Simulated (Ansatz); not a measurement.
Consider Se (space group P3_121, No. 152; a = 4.5345 Å, c = 5.0415 Å; made of chains).

(Cell as relaxed with PBE.)

Levels (all Ansatz, a program for electronic structure, PAW): PBE (420 eV, no SOC); r2SCAN (500 eV, no spin-orbit coupling).

Each level relaxes its own structure.

| base | PBE | r2SCAN |
|---|---|---|
| volume per atom | 29.92 Å³ | 29.25 Å³ |
| lattice parameter a | 4.535 Å | 4.506 Å |
| band gap | 1.04 eV | 1.33 eV |

One thing is altered: a hydrostatic pressure of 7.5 GPa.

```
quantity                           PBE  r2SCAN
-----------------------------  -------  ------
c/a ratio                        1.352     [?]
shortest interatomic distance  2.466 Å     [?]
```

### Question
Given the PBE results, estimate those of r2SCAN.

### Answer

- c/a ratio, r2SCAN: 1.323
- shortest interatomic distance, r2SCAN: 2.413 Å

PBE's c/a ratio lies 0.0284 above r2SCAN's; PBE's shortest interatomic distance lies 0.053 Å above r2SCAN's (2.2 %). Neither level is exact; r2SCAN is the comparison here, not a measurement.

From pressure 7.5 GPa on, the axis ratios lie over 15 % from the base's, so the cell there is far from its starting form. Load acts through the strain it causes; cell and atoms are relaxed under it. No phonon test of stability was made. Competing high-pressure phases were not computed. No dispersion term is included, though the crystal is made of layers, chains or molecules, so its spacings can come out too wide.
